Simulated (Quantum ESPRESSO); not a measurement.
Band structure of a (001) slab of BN (cut from a parent of space group no. 186; 12 atoms in the cell).

```yaml
crystal:
  lattice:
    - [2.66204, 0.00000, 0.00000]
    - [-1.33102, 2.30540, 0.00000]
    - [0.00000, 0.00000, 23.31810]
  atoms:
    - { symbol: B, position: [0.00000, 0.00000, 0.62734] }
    - { symbol: B, position: [0.00000, 0.00000, 0.34985] }
    - { symbol: B, position: [0.66667, 0.33333, 0.53480] }
    - { symbol: B, position: [0.33333, 0.66667, 0.25731] }
    - { symbol: B, position: [0.66667, 0.33333, 0.71974] }
    - { symbol: B, position: [0.33333, 0.66667, 0.44226] }
    - { symbol: N, position: [0.00000, 0.00000, 0.55775] }
    - { symbol: N, position: [0.00000, 0.00000, 0.28026] }
    - { symbol: N, position: [0.66667, 0.33333, 0.46520] }
    - { symbol: N, position: [0.33333, 0.66667, 0.74269] }
    - { symbol: N, position: [0.66667, 0.33333, 0.65037] }
    - { symbol: N, position: [0.33333, 0.66667, 0.37289] }
```

Method: LDA (PZ), GBRV 1.5 ultrasoft (LDA) pseudopotentials (plane waves; Quantum ESPRESSO).

Settings: ecutwfc = 40 Ry; ecutrho = 200 Ry; occupations = smearing; smearing = cold; degauss = 0.0073499 Ry; potentials = {B: b_lda_v1.4.uspp.F.UPF, N: n_lda_v1.2.uspp.F.UPF}; K_POINTS = automatic 7 7 1 0 0 0; conv_thr = 1e-10 Ry; mixing_beta = 0.4.

The starting cell was generated: these elements placed on a structure prototype, without a prior relaxation; it need not be a known phase or ordering of this composition. The slab is cut from that crystal, and its faces are unrelaxed. Its lattice was rescaled in the plane by a random factor within 2.5 % of one. Spin polarisation is off, though cut faces can carry moments; the slab shows no gap. The two faces of this cut differ, and no dipole correction was used.

Levels in eV from the Fermi level, bands 21 to 28:
| point | 21 | 22 | 23 | 24 | 25 | 26 | 27 | 28 |
|---|---|---|---|---|---|---|---|---|
| Γ | -1.51 | -0.35 | -0.16 | 0.22 | 0.22 | 5.34 | 5.63 | 5.78 |
| M | -4.20 | -3.58 | -1.91 | -0.06 | 0.04 | 3.05 | 4.27 | 4.98 |
| K | -5.35 | -4.36 | -3.57 | -0.11 | 0.67 | 4.40 | 5.80 | 5.82 |

Bands cross the Fermi level along this path, so the cell is metallic at this level.
